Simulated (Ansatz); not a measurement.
We look at the energy of the reaction as written. Reaction: 3/8 cell B + 5/8 cell C → cell A. A negative value means that the right-hand side lies lower.

Cell A: a slab of Ir (fcc, Fm-3m) cut along (111), 21 atoms, hexagonal cell of 5.48 Å (26.0 Å²), symmetry P3m1 within 0.02 Å, 10.0 Å thick under 17 Å of vacuum, in-plane vectors held at the crystal's; planes from bottom to top: Ir4 × 5 | C, its two faces unlike (dipole correction applied); added, foreign or displaced atoms, above the top plane: C bound to 3 Ir at 1.94 Å; spin state with PBE: run without spin, k-point mesh 10×10×1.
```xyz
21
Lattice="5.4755 0.0000 0.0000 2.7377 4.7419 0.0000 0.0000 0.0000 26.5271" Properties=species:S:1:pos:R:3 pbc="T T T"
Ir     5.4755     1.5806     8.0691
Ir     2.7377     1.5770     8.0652
Ir     6.8413     3.9534     8.0652
Ir     4.1097     3.9534     8.0652
Ir     0.0000    -0.0004    10.2527
Ir     2.7377     0.0000    10.2594
Ir     1.3692     2.3712    10.2527
Ir     4.1063     2.3712    10.2527
Ir     1.3728     0.7881    12.4779
Ir     4.1027     0.7881    12.4779
Ir     2.7377     3.1613    12.4843
Ir     5.4755     3.1658    12.4779
Ir     5.4755     1.5806    14.6882
Ir     2.7377     1.5819    14.7069
Ir     6.8455     3.9509    14.7069
Ir     4.1055     3.9509    14.7069
Ir     0.0000     0.0665    17.0067
Ir     2.7377     0.0000    16.8757
Ir     1.3112     2.3377    17.0067
Ir     4.1642     2.3377    17.0067
C      2.7377     3.1613    18.0369
```

Cell B: a slab of Ir (fcc, Fm-3m) cut along (111), 46 atoms, hexagonal cell of 8.21 Å (58.4 Å²), symmetry P3m1 within 0.02 Å, 9.9 Å thick under 17 Å of vacuum, in-plane vectors held at the crystal's; planes from bottom to top: Ir9 × 5 | C; added, foreign or displaced atoms, above the top plane: C bound to 3 Ir at 1.93 Å; spin state with PBE: run without spin, k-point mesh 5×5×1.
```xyz
46
Lattice="8.2132 0.0000 0.0000 4.1066 7.1129 0.0000 0.0000 0.0000 26.5271" Properties=species:S:1:pos:R:3 pbc="T T T"
Ir     8.2169     1.5785     8.0609
Ir     2.7340     1.5785     8.0609
Ir     5.4755     1.5787     8.0589
Ir     9.5821     3.9434     8.0630
Ir     4.1049     3.9526     8.0589
Ir     6.8460     3.9526     8.0589
Ir    10.9581     6.3267     8.0630
Ir     5.4755     6.3268     8.0609
Ir     8.2061     6.3267     8.0630
Ir    -0.0064    -0.0037    10.2560
Ir     2.7442    -0.0037    10.2560
Ir     5.4755    -0.0010    10.2462
Ir     1.3689     2.3784    10.2560
Ir     4.1106     2.3733    10.2419
Ir     6.8404     2.3733    10.2419
Ir     2.7369     4.7424    10.2462
Ir     5.4755     4.7373    10.2419
Ir     8.2141     4.7424    10.2462
Ir     1.3689     0.7903    12.4402
Ir     4.1053     0.7913    12.4806
Ir     6.8457     0.7913    12.4806
Ir     2.7379     3.1596    12.4806
Ir     5.4755     3.1613    12.4770
Ir     8.2131     3.1596    12.4806
Ir     4.1081     5.5329    12.4806
Ir     6.8429     5.5329    12.4806
Ir     9.5821     5.5322    12.4774
Ir     8.2083     1.5835    14.6984
Ir     2.7426     1.5835    14.6984
Ir     5.4755     1.5926    14.7026
Ir     9.5821     3.9431    14.7046
Ir     4.1170     3.9456    14.7026
Ir     6.8340     3.9456    14.7026
Ir    10.9583     6.3268    14.7046
Ir     5.4755     6.3169    14.6984
Ir     8.2059     6.3268    14.7046
Ir    -0.0009    -0.0005    16.8838
Ir     2.7386    -0.0005    16.8838
Ir     5.4755    -0.0479    16.8876
Ir     1.3689     2.3720    16.8838
Ir     4.0269     2.3249    17.0131
Ir     6.9241     2.3249    17.0131
Ir     2.6963     4.7659    16.8876
Ir     5.4755     4.8340    17.0131
Ir     8.2547     4.7659    16.8876
C      5.4755     3.1613    17.9798
```

Cell C: a slab of Ir (fcc, Fm-3m) cut along (111), 6 atoms, hexagonal cell of 2.74 Å (6.5 Å²), symmetry P3m1 within 0.02 Å, 10.3 Å thick under 16 Å of vacuum, in-plane vectors held at the crystal's; planes from bottom to top: Ir × 5 | C, its two faces unlike (dipole correction applied); added, foreign or displaced atoms, above the top plane: C bound to 3 Ir at 1.99 Å; spin state with PBE: run without spin, k-point mesh 19×19×1.
```
CELL_PARAMETERS angstrom
      2.73774     0.00000     0.00000
      1.36887     2.37095     0.00000
      0.00000     0.00000    26.52713
ATOMIC_POSITIONS crystal
  Ir 0.66667 0.66667 0.30362
  Ir 0.00000 0.00000 0.38609
  Ir 0.33333 0.33333 0.46994
  Ir 0.66667 0.66667 0.55305
  Ir 0.00000 0.00000 0.64546
  C  0.33333 0.33333 0.69083
```

Plane-wave PAW calculations with Ansatz (a first-principles code), its default PAW set, cutoff 420 eV, 500 eV for r2SCAN. The structures are at rest with PBE, within the held lattices; other levels are single points on them. Neutral cells; Fermi-Dirac smearing of at most 0.10 eV in the solids, energies taken to zero width. The lattices are those relaxed with PBE, so at other levels the solids can be strained, which adds to the spread. Larger cells are relaxed from a start prepared with the learned potential CHGNet, on a coarser mesh till forces fall under 0.03 eV/Å, which some starts already meet. A dispersion term (D3(BJ), or D4 for r2SCAN) was computed beside these levels and is taken off wherever the name lacks it. The PAW files were made for PBE and serve at the other functionals too. Space groups of crystals are read within 0.01 Å. No zero-point or thermal terms. Cells are local rest points, mostly with their start's symmetry. Spin-orbit coupling is left out. Values are for these cell sizes. The cells' k-point meshes differ in density, so the last digit is unsettled. Cell A has symmetry P3m1 within 0.02 Å and got no random move, so less symmetric positions, which may lie lower, weren't tried. Cell B has symmetry P3m1 within 0.02 Å and got no random move, so less symmetric positions, which may lie lower, weren't tried. Cell C has symmetry P3m1 within 0.02 Å and got no random move, so less symmetric positions, which may lie lower, weren't tried.

Task: Estimate the value that r2SCAN returns for this input.

Result: -0.84 eV, for 3/8 cell B + 5/8 cell C → cell A.

Task: List the value at the remaining levels and say how far they part.

Result: 
```csv
Level,value (eV),less r2SCAN
PBE,-0.80,0.04
```

The levels shown span only 0.04 eV, too little to tell them apart.
